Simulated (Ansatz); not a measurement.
## A computed series for TiO2: pressure series

Consider TiO₂ in the rutile structure (space group P4_2/mnm, No. 136; a = 4.548 Å, c = 2.917 Å).

Cell and atoms are relaxed at each pressure.

Computed with plane-wave PAW DFT at the LDA level (Ansatz, a program for electronic structure, 420 eV), no spin-orbit coupling.

```tsv
P (GPa)	V (Å³/atom)
-2.00	10.142
-1.00	10.099
0.90	10.020
2.10	9.972
4.50	9.880
8.99	9.720
14.99	9.526
22.49	9.310
30.00	9.118
```

A third-order Birch–Murnaghan fit to these points gives V₀ = 10.06 Å³/atom, B₀ = 244 GPa and B₀′ = 4.6. At pressure 30 GPa the volume is 90.7 % of V₀.

Between the base and pressure 22.5 GPa the gap moves from 1.86 eV to 1.95 eV, a mean slope of 4.0 meV/GPa.

Load acts through the strain it causes; cell and atoms are relaxed under it. No phonon test of stability was made. Competing high-pressure phases were not computed. The final runs are not spin-polarised.
